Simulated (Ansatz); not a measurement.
Consider the following.

```
CSi
1.0
    0.00225     2.18096     2.17662
    2.18096     0.00225     2.17662
    2.18321     2.18321     0.00000
Si C
1 1
Cartesian
  1.09161   1.09161   1.08785
  0.00000   0.00000   0.00046
```

Computed with PBEsol with spin-orbit coupling, rigid bands (plane waves, PAW; Ansatz, a program for electronic structure). Condition of this run: uniaxial stress along [110] of -1 GPa (compression positive) (the target of the relaxation). How the cell was made: cell and atoms relaxed with PBEsol, then loaded as said.

Problem. What conductivity effective mass do dilute holes have at 300 K?

Solution. 0.70 mₑ.

Problem. Predict the electron conductivity mass (n e² τ/σ) at 300 K, by direction if it differs.

Solution. 0.28 (x), 0.28 (y), 0.34 (z) mₑ.

Problem. And the band gap?

Solution. 1.22 eV at this level; semilocal functionals usually fall short of the measured gap.

Rigid bands, one relaxation time for all states, no polarons.
